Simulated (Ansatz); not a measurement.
Consider the following.

```xyz
5
Lattice="4.4208 0.0000 0.0000 -2.2104 3.8285 0.0000 0.0000 0.0000 6.9416" Properties=species:S:1:pos:R:3 pbc="T T T"
Mg     0.0000     0.0000     0.0000
Mg     0.0000     2.5524     2.5588
Mg     2.2104     1.2762     4.3829
Sb     0.0000     2.5524     5.4170
Sb     2.2104     1.2762     1.5246
```

Method: PBEsol with spin-orbit coupling, rigid bands (plane waves, PAW; Ansatz, a program for electronic structure). Condition of this run: hydrostatic pressure 5 GPa (the target of the relaxation). Cell: cell and atoms relaxed with PBEsol, then loaded as said.

### Question
Is this a good metal at this level?

### Answer
No. No gap shows, but r2SCAN opens one on the same cell, so the missing gap may be the functional's error (that test had no spin-orbit coupling). N(E_F) = 0.079 states/eV a cell at 300 K and the Drude plasma energy along the best axis is 0.50 eV, several times under that of a simple or noble metal.

Formula and space group known from diffraction (Crystallography Open Database), not checked to be the room-temperature form: Mg3Sb2 under load (space group P-3m1).
